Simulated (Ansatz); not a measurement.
# Effect of pressure −2 GPa on TiO2

Consider TiO₂ in the rutile structure (space group P4_2/mnm, No. 136; a = 4.591 Å, c = 2.939 Å).

Now apply this change: a negative pressure, −2 GPa.

Calculations: PBEsol in Ansatz (plane waves to 420 eV, PAW, without spin-orbit coupling). k-mesh 7×7×11 (Γ-centred); smearing 0.05 eV (Fermi–Dirac).

- Volume per atom = 10.42 Å³ (base 10.33 Å³)
- Density = 4.24 g/cm³ (base 4.28 g/cm³)
- Lattice parameter a = 4.609 Å (base 4.591 Å)
- c/a ratio = 0.639 (base 0.640)
- Shortest interatomic distance = 1.946 Å (base 1.942 Å)
- Enthalpy H = E + PV relative to the base's energy = -0.13 eV/atom
- Band gap = 1.87 eV (base 1.87 eV)
- Gap character = direct at Γ (base direct at Γ)
- Width of the top valence band = 1.63 eV (base 1.65 eV)
- Electron mass = 0.54 mₑ along c, 1.1 mₑ across (at Γ) (base 0.54 mₑ along c, 1.1 mₑ across (at Γ))
- Valence-band top at Γ (three highest levels, from the VBM) = 0.00, -0.44, -0.44 eV (base 0.00, -0.45, -0.45 eV)

Final structure:

```yaml
crystal:
  lattice:
    - [4.60859, 0.00000, 0.00000]
    - [0.00000, 4.60859, 0.00000]
    - [0.00000, 0.00000, 2.94378]
  atoms:
    - { symbol: Ti, position: [0.00000, 0.00000, 0.00000] }
    - { symbol: Ti, position: [0.50000, 0.50000, 0.50000] }
    - { symbol: O, position: [0.30479, 0.30479, 0.00000] }
    - { symbol: O, position: [0.80479, 0.19521, 0.50000] }
    - { symbol: O, position: [0.19521, 0.80479, 0.50000] }
    - { symbol: O, position: [0.69521, 0.69521, 0.00000] }
```

Load acts through the strain it causes; cell and atoms are relaxed under it. Masses are band curvatures over ±0.01 Å⁻¹ around the edge. Whether these cells are dynamically stable was not tested. The final runs are not spin-polarised.

Ansatz is an electronic-structure program.
